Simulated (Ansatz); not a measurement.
# alpha quartz: the defect Al on the Si site + 1 H

Method: PBE, PAW (plane waves to 420 eV; Ansatz, a first-principles code). Set-up: 72-site cell; 2×2×2 Γ-centred k-points; start: the Si site; H antibonding at the neighbour; finite-size errors of tenths of an eV; flagged in the runs: a host whose relaxation on this sampling wasn't shown to rest.

Neighbours after relaxation, in Å: of the Al atom: O 1.70, O 1.72, O 1.72, O 1.89, H 2.41; of the H atom: O 0.99, O 1.97, Si 2.29, Al 2.41, O 2.60, O 2.62, O 2.74.

Formation energies E_f are those of the neutral cell. Chemical conditions: O-rich (Δμ(Si) = -8.33 eV, Δμ(H) = -1.25 eV, Δμ(Al) = -7.45 eV, bounded by H2O molecule, corundum; only phases computed here count, gases as isolated molecules at 0 K). Reference phases: Al: fcc Al, H: H2 molecule in a box, Si: silicon.

| charge | moment (μB) | point group | largest move off a lattice site (Å) | E_f, O-rich (eV) |
|---|---|---|---|---|
| 0 | not spin-polarised | C1 | 0.41 | 0.35 |

Point groups are those of the whole cell at tolerances of 0.03 and 0.1 Å ("near" where only the looser one holds); none is given for unsettled states.

No other site or start that was run ended lower by more than 0.1 eV.

Flagged in the runs: a host whose relaxation on this sampling wasn't shown to rest.
